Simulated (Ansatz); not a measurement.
Take BN in the wurtzite structure (space group P6_3mc, No. 186) as the base.

```yaml
crystal:
  lattice:
    - [2.54100, 0.00000, 0.00000]
    - [-1.27050, 2.20057, 0.00000]
    - [0.00000, 0.00000, 4.20330]
  atoms:
    - { symbol: B, position: [0.33333, 0.66667, 0.00027] }
    - { symbol: B, position: [0.66667, 0.33333, 0.50027] }
    - { symbol: N, position: [0.33333, 0.66667, 0.37473] }
    - { symbol: N, position: [0.66667, 0.33333, 0.87473] }
```

Calculations: PBEsol/PAW in Ansatz (a program for electronic structure), no spin-orbit coupling.

Base values:

The gap character is indirect, Γ → K and the valence-band top at Γ is 0.00, 0.00, -0.28 eV. The band gap is 4.96 eV.

One thing is altered: every lattice vector is shortened by 1.80 %; the atoms relax in the strained cell.

Q: What does the calculation give for the gap character, valence-band top at Γ and band gap after the change?

A: The gap character remains indirect, Γ → K; the valence-band top at Γ (three highest levels, from the VBM) becomes 0.00, 0.00, -0.33 eV (base: 0.00, 0.00, -0.28 eV); the band gap shrinks by 0.126 eV (4.96 eV → 4.84 eV).

Whether these cells are dynamically stable was not tested.
